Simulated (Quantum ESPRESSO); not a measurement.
## Convergence test for LaSbIr (Pnma, 12 atoms in the cell)

```
CELL_PARAMETERS angstrom
      7.52432     0.00000     0.00000
      0.00000     4.60770     0.00000
      0.00000     0.00000     7.95827
ATOMIC_POSITIONS crystal
  La 0.51818 0.25000 0.80885
  La 0.48182 0.75000 0.19115
  La 0.98182 0.75000 0.30885
  La 0.01818 0.25000 0.69115
  Sb 0.67331 0.25000 0.41441
  Sb 0.32669 0.75000 0.58559
  Sb 0.82669 0.75000 0.91441
  Sb 0.17331 0.25000 0.08559
  Ir 0.79918 0.25000 0.09273
  Ir 0.20082 0.75000 0.90727
  Ir 0.70082 0.75000 0.59273
  Ir 0.29918 0.25000 0.40727
```

Level of theory: PBEsol, GBRV 1.5 ultrasoft (PBESOL) pseudopotentials (plane waves; Quantum ESPRESSO).

The starting cell comes from a database of computed structures (which also holds hypothetical and non-ambient phases and stackings), without a prior relaxation at this level. Its lattice was rescaled by a random factor within 2.5 % of one. Spin polarisation is off.

Held fixed: ecutwfc = 40 Ry; ecutrho = 320 Ry; occupations = smearing; smearing = gauss; degauss = 0.0147 Ry; K_POINTS = automatic 3 5 3 1 1 1; conv_thr = 1e-09 Ry; mixing_beta = 0.3.

ΔF is the free energy per atom less that of the last row (146).

| nbnd | ΔF (meV/atom) | pressure (GPa) | largest force (eV/Å) | bands | iterations |
|---|---|---|---|---|---|
| 82 | 43.6 | -1.48 | 0.214 | 82 | 21 |
| 83 | 11.3 | -1.69 | 0.128 | 83 | 20 |
| 84 | 0.00 | -1.73 | 0.065 | 84 | 20 |
| 86 | 0.00 | -1.73 | 0.065 | 86 | 20 |
| 90 | 0.00 | -1.72 | 0.065 | 90 | 18 |
| 98 | 0.00 | -1.72 | 0.065 | 98 | 17 |
| 114 | 0.00 | -1.72 | 0.065 | 114 | 15 |
| 146 | 0.00 | -1.72 | 0.065 | 146 | 15 |

Energy within 5 meV/atom of the last row: from nbnd = 84 on; the one before it is off by 11 meV/atom.

Largest force within 0.005 eV/Å of the last row: from nbnd = 84 on; the one before it is off by 0.063 eV/Å. The value it settles on is 0.065 eV/Å at this level of theory and with the other settings as held.
